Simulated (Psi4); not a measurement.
Psi4 1.11, unrestricted HF/def2-svpd: Ni(Br)(OH) ([OH][Ni][Br]), charge 0, multiplicity 3, 4 atoms. The geometry is a generated start, not checked to be a minimum at this level.

- task: energy
- method: scf
- basis: def2-svpd
- memory: 3 GB
- maxiter: 100
- keys of the molecule block: symmetry c1
- scf_type: df (default)
- guess: auto, which took SAD (default)
- scf_initial_accelerator: adiis (default)
- e_convergence: 1e-06 (default)
- d_convergence: 1e-06 (default)
- basis functions: 106

```xyz
4

Ni    -0.0156     0.3433    -0.4818
Br    -0.2115     2.0997    -1.5717
O      0.1042    -0.9728     0.6188
H      0.1229    -1.4703     1.4347
```

Charge 0 and multiplicity 3 are set for this test and not shown to be the ground state.

One run each on 2 threads. Values of diis_max_vecs tried: 3, 6, 10 (default), 20.

**Question.** Which value of diis_max_vecs needs the fewest SCF iterations, and what happens away from it?

**Answer.** Fewest SCF iterations: 20 with 28. The count rises to 43 at 6. The run ends without SCF convergence in 100 iterations at 3.

```csv
diis_max_vecs,SCF iterations,end
3,100,no convergence
6,43,same solution
10 (default),30,same solution
20,28,same solution
```
